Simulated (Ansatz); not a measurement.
The starting structures come from a database of crystals and need not be the phases stable at ambient conditions.

Inside the gap of an insulator the Bloch states are evanescent, with a wavenumber k + iκ along the transport direction.

Given:

```
CELL_PARAMETERS angstrom
      5.72757     0.00000     0.00000
      0.00000    14.07861     0.00000
      2.86378     4.69287     1.65341
ATOMIC_POSITIONS crystal
  La 0.00000 0.26031 0.00000
  La 0.00000 0.76031 0.00000
  Mo 0.00000 0.51158 0.00000
  Mo 0.00000 0.01158 0.00000
  N  0.44054 0.17788 0.67615
  N  0.44277 0.73734 0.99777
  N  0.11669 0.29457 0.32608
  N  0.55946 0.23734 0.99777
  N  0.55723 0.79457 0.32608
  N  0.88331 0.67788 0.67615
```

Space group of this cell: R3c. The cell is taken as given; by PBEsol its mean pressure is -7.9 GPa.

Transport runs along the normal of the first two printed cell vectors, the (100) plane of the conventional cell.

No gap correction and no spin-orbit coupling; mid-gap values are interpolated between computed energies.

### Question
State the band gap and the smallest decay constant κ at mid-gap according to PBEsol (Ansatz, an electronic-structure program).

### Answer
Gap 1.12 eV on a 18×18×18 mesh; κ = 0.186 1/Å, at (0.333, 0.000) of the in-plane reciprocal vectors. At the zone centre, at the nearest computed energy, the slowest state has κ = 0.25 1/Å.
